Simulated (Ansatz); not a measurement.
# One-dimensional KF body, 8 atoms a period

Levels: PBE (plane waves to 420 eV, PAW; Ansatz, a program for electronic structure); r2SCAN (plane waves to 500 eV, PAW; Ansatz); Ansatz with HSE06. Unmarked values and the geometry are of the first. Mesh 1×1×58. No spin polarisation. Periodic along z alone, with about 11 Å of vacuum beside it. A hypothetical model. It keeps the symmetry and period of its start, so it need not be a minimum against all distortions. HSE06 ran on a 1×1×4 mesh and at PBE's edge points. Buckling under compression is shut out by symmetry and the short period.

- period along the axis (8 atoms): 5.121 Å
- largest distance between nuclei across the axis: 3.76 Å
- PBE gap: 4.87 eV, direct at Γ
- electron mass along the axis (PBE): 0.90 mₑ
- hole mass along the axis (PBE): 1.0 mₑ
- valence and conduction edges under the vacuum level (PBE): 5.74 and 0.88 eV
- r2SCAN gap at this geometry: 5.68 eV
- HSE06 gap at this geometry: 6.53 eV
- axial stiffness dF/dε: 30 nN

```
CELL_PARAMETERS angstrom
     14.00000     0.00000     0.00000
      0.00000    14.00000     0.00000
      0.00000     0.00000     5.12101
ATOMIC_POSITIONS crystal
  K  0.40501 0.40501 0.00000
  F  0.40877 0.40877 0.50000
  F  0.40877 0.59123 0.00000
  K  0.40501 0.59499 0.50000
  F  0.59123 0.40877 0.00000
  K  0.59499 0.40501 0.50000
  K  0.59499 0.59499 0.00000
  F  0.59123 0.59123 0.50000
```
